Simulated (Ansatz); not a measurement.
The (10-11) face of hcp Re can be cut between different planes. Symmetric, stoichiometric slabs relaxed in the 1x1 cell (14.1 Å²): top plane Re, 0.35 Å over the next in the ideal cut; top plane Re, 1.77 Å over the next in the ideal cut.

All values below come from PBE (plane waves to 420 eV, PAW; Ansatz, a first-principles code).

Q: Put the candidates in order of surface energy, lowest first, for PBE.

A: the cut with an outer spacing of 0.35 Å (3.34 J/m²), the cut with an outer spacing of 1.77 Å (3.82 J/m²)
